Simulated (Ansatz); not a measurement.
Base system: TiSi2 (space group Fddd, No. 70; a = 4.806 Å, b = 8.265 Å, c = 8.565 Å).

Structures relaxed with PBE in Ansatz (plane waves to 420 eV, PAW, scalar-relativistic without spin-orbit coupling), earlier PAW set.

Base:

Simulated powder pattern, Cu Kα, λ = 1.54184 Å (kinematic, ideal powder, no thermal factors, no anomalous dispersion; the 8 strongest lines at most, above 2 %, up to 2θ = 90°):

```csv
2θ (°),I/Imax (%),hkl
39.13,100,(131)
42.21,40,(004)
43.17,74,(202)
49.75,48,(133)
67.24,18,(135)
68.65,17,(331)
72.02,15,(062)
76.44,13,(333)
```

Modification: full substitution Si → Ni; the structure is relaxed again.

Question: Predict the new powder pattern.

Answer: 
Simulated powder pattern, Cu Kα, λ = 1.54184 Å (kinematic, ideal powder, no thermal factors, no anomalous dispersion; the 8 strongest lines at most, above 2 %, up to 2θ = 90°):

```json
[
 {"2θ (°)": "41.83", "d (Å)": "2.159", "I/Imax (%)": "100", "hkl": "(131)"},
 {"2θ (°)": "42.33", "d (Å)": "2.135", "I/Imax (%)": "48", "hkl": "(004)"},
 {"2θ (°)": "44.94", "d (Å)": "2.017", "I/Imax (%)": "80", "hkl": "(202)"},
 {"2θ (°)": "52.07", "d (Å)": "1.756", "I/Imax (%)": "50", "hkl": "(133)"},
 {"2θ (°)": "69.27", "d (Å)": "1.356", "I/Imax (%)": "20", "hkl": "(135)"},
 {"2θ (°)": "73.08", "d (Å)": "1.295", "I/Imax (%)": "17", "hkl": "(331)"},
 {"2θ (°)": "78.04", "d (Å)": "1.225", "I/Imax (%)": "14", "hkl": "(062)"},
 {"2θ (°)": "79.26", "d (Å)": "1.209", "I/Imax (%)": "13", "hkl": "(206)"}
]
```

The indices refer to each structure's own conventional cell; one index is shown for lines that coincide.

No phonon test of stability was made. As relaxed here, TiNi2 is a hypothetical phase, not in the database extracts checked. Starting moments died away, wholly or in part, for Si → Ni; another magnetic solution may exist. The final runs are not spin-polarised.

Ansatz is a quantum-chemistry and plane-wave program.
